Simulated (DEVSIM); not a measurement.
Structure: illuminated GaAs p-on-n cell, one wavelength, at 250 K.

Layer 1 from the left is GaAs, thickness (μm) 0.300, Na (cm⁻³) 1.2e18, τn (s) 4.2e-9, τp (s) 2.4e-8, absorption coefficient (cm⁻¹) 14000. Layer 2 from the left is GaAs, thickness (μm) 1.70, Nd (cm⁻³) 4.1e15, τn (s) 6.4e-8, τp (s) 6.4e-8, absorption coefficient (cm⁻¹) 14000.

Left contact: ohmic, minority electron recombination velocity 1e7 cm/s. Right contact: ohmic, minority hole recombination velocity 2e6 cm/s. Voltage is applied to the left contact. Recombination: SRH at mid-gap, radiative, Auger. Light enters at the left, 1.2e17 photons cm⁻² s⁻¹, one pass, no reflection. Mobility is μmin + (μ − μmin)/(1 + (N/Nref)^α).

This is a model device: material constants are rounded textbook-type values typed into the input, and sizes, dopings and lifetimes were drawn at random. Values at 300 K; Nc and Nv go as T^1.5, mobilities as T to minus their exponent, the gap by Varshni's rule with the affinity fixed.

GaAs: gap (eV) 1.424, affinity (eV) 4.07, permittivity 12.9, Nc (cm⁻³) 4.7e17, Nv (cm⁻³) 9e18, μn (cm²/Vs) 8500, μp (cm²/Vs) 400, μn,min 500, μp,min 20, Nref,n 6e16, Nref,p 1.5e17, αn 0.39, αp 0.38, T exponent of μn 2.1, T exponent of μp 2.2, B (cm³/s) 2e-10, Cn (cm⁶/s) 1e-30, Cp (cm⁶/s) 1e-30, Varshni α (eV/K) 0.000541, Varshni β (K) 204.

Model (solved in DEVSIM): 1D drift-diffusion, Boltzmann statistics, complete ionisation; no tunnelling, impact ionisation, image-force lowering or self-heating.

Dark forward current:

| |V| (V) | |J| (A/cm²) |
|---|---|
| 0.10 | 1.363e-13 |
| 0.15 | 4.686e-13 |
| 0.20 | 1.556e-12 |
| 0.25 | 5.126e-12 |
| 0.30 | 1.686e-11 |
| 0.35 | 5.552e-11 |
| 0.40 | 1.831e-10 |
| 0.45 | 6.053e-10 |
| 0.50 | 2.007e-9 |
| 0.55 | 6.678e-9 |
| 0.60 | 2.234e-8 |
| 0.65 | 7.539e-8 |
| 0.70 | 2.592e-7 |
| 0.75 | 9.299e-7 |
| 0.80 | 3.685e-6 |
| 0.85 | 1.774e-5 |
| 0.90 | 0.0001118 |
| 0.95 | 0.0008889 |
| 1.00 | 0.008065 |
| 1.05 | 0.07732 |
| 1.10 | 0.7500 |
| 1.15 | 6.924 |
| 1.20 | 51.62 |
| 1.25 | 289.3 |
| 1.30 | 1434 |
| 1.35 | 6507 |

Question: Work out the local ideality factor n = ΔV / (kT/q · ln(J2/J1)) between the rows 0.10 and 0.15 V, 1.05 and 1.10 V, 1.30 and 1.35 V.

Answer: kT/q = 21.54 mV. From 0.10 to 0.15 V: ln(4.686e-13/1.363e-13) = 1.235, n = 1.88, near the 2 of recombination in the depletion region. From 1.05 to 1.10 V: ln(0.7500/0.07732) = 2.272, n = 1.02, near the 1 of diffusion or emission over a barrier. From 1.30 to 1.35 V: ln(6507/1434) = 1.512, n = 1.53.

Question: What current could the absorbed light give at most, and what share is collected?

Answer: Σ αd = 2.80, so qΦ(1 − exp(−Σ αd)) = 18.1 mA/cm². The simulated short-circuit current is 13.81 mA/cm², a share of 0.76.

Question: Estimate the open-circuit voltage by superposition: the voltage at which the dark current equals that short-circuit current.

Answer: Interpolating ln J in the table gives 1.012 V. The simulation gives 1.010 V, the same within the digits that matter. Superposition holds where collection doesn't change with voltage.

Question: Estimate the fill factor from FF0 = (v − ln(v + 0.72))/(v + 1), v = qVoc/(nkT), with n from the dark curve.

Answer: The rows about Voc, 1.00 and 1.05 V, give n = 1.03, so v = 45.7 and FF0 = 0.896. The simulation gives 0.835; the estimate lies 7.3 % above.
